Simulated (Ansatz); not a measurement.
# A computed series for BAs: response to strain

Start from BAs in the zinc blende structure (space group F-43m, No. 216; a = 4.7679 Å). Axes: x, y, z lie along the cube axes.

Strains are applied to the cell and any free atomic positions relax; under biaxial strain the out-of-plane vector relaxes too.

Level of theory: PBEsol/PAW in Ansatz (a quantum-chemistry and plane-wave program), no SOC.

Candidates:
(a) biaxial strain −0.28 %, plane normal [111], relaxed out of plane
(b) isotropic strain +2.60 %
(c) tensor shear ε_xy = −3.58 %
(d) isotropic strain −0.55 %
(e) biaxial strain −1.08 %, plane normal [001], relaxed out of plane

Notes on the quantities. energy relative to the base: free energy F.

Problem. Order them by energy relative to the base, lowest first.

Solution. (a) biaxial strain −0.28 %, plane normal [111], relaxed out of plane (+0.3 meV/atom), (d) isotropic strain −0.55 % (+1.6 meV/atom), (e) biaxial strain −1.08 %, plane normal [001], relaxed out of plane (+3.2 meV/atom), (c) tensor shear ε_xy = −3.58 % (+33 meV/atom), (b) isotropic strain +2.60 % (+33 meV/atom)

Stability against distortions was not tested.
